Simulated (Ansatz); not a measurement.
## BN: isotropic strain −1.80 %

The parent structure is BN in the wurtzite structure (space group P6_3mc, No. 186; a = 2.555 Å, c = 4.225 Å).

Perturbation: every lattice vector is shortened by 1.80 %; the atoms relax in the strained cell.

Level of theory: DFT with PBE, PAW potentials and a 420 eV plane-wave cutoff in Ansatz (a program for electronic structure), no SOC. Γ-centred 15×15×8 mesh, Fermi–Dirac width 0.05 eV.

Volume per atom: 5.65 Å³ (base 5.97 Å³)
Space group: P6_3mc (No. 186) (base P6_3mc (No. 186))
Shortest interatomic distance: 1.539 Å (base 1.567 Å)
Energy relative to the base (free energy F): +21 meV/atom
Pressure (mean of the normal stresses, compression positive): 22.37 GPa (base 0.00 GPa)
Band gap: 5.11 eV (base 5.23 eV)
Gap character: indirect, Γ → K (base indirect, Γ → K)
Smallest direct gap: 8.49 eV (base 8.23 eV)
Mean gap deformation potential ΔEg/Δln V: +2.2 eV
Width of the top valence band: 5.66 eV (base 5.37 eV)
Electron mass: 0.31 mₑ along c, 0.51 mₑ across (at K) (base 0.31 mₑ along c, 0.51 mₑ across (at K))
Valence-band top at Γ (three highest levels, from the VBM): 0.00, 0.00, -0.31 eV (base 0.00, 0.00, -0.26 eV)

Cost of the whole job for the changed cell (relaxation, final SCF and bands): roughly 14 core-seconds.

Masses are band curvatures over ±0.01 Å⁻¹ around the edge. Stability against distortions was not tested.
